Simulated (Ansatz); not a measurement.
We consider TcAgO4 (I4₁/a, No. 88, 12 atoms in the cell; start COD 2013356), described by r²SCAN+rVV10 (Ansatz, an electronic-structure program, PAW).

Numerical settings: plane-wave cutoff 560 eV, 10×10×10 k mesh, Fermi–Dirac smearing 0.01 eV, no spin polarisation, scalar-relativistic PAW data made under PBE.

Cell (relaxed at this level):

Space group I4₁/a, origin choice 1 (No. 88); a = b = 5.232 Å, c = 11.502 Å, α = β = γ = 90.00°

| atom | site | symmetry | x | y | z |
|---|---|---|---|---|---|
| Ag | 4b | -4.. | 0.0000 | 0.0000 | 0.5000 |
| Tc | 4a | -4.. | 0.0000 | 0.0000 | 0.0000 |
| O | 16f | 1 | 0.2350 | 0.1398 | 0.0841 |
(The calculation used a cell of 12 atoms; values per cell refer to that cell.)

### Question
Predict the band gap and direct gap at Γ.

### Answer

band gap: 1.57 eV (on the SCF k mesh)
direct gap at Γ: 1.99 eV

Note: the relaxation could not lower the start's symmetry, so the cell can be a saddle point above a distorted one.

Spin–orbit coupling is not included.

Static lattice: no zero-point or thermal effects.

It cost around 27 core-minutes (rough) of CPU time.
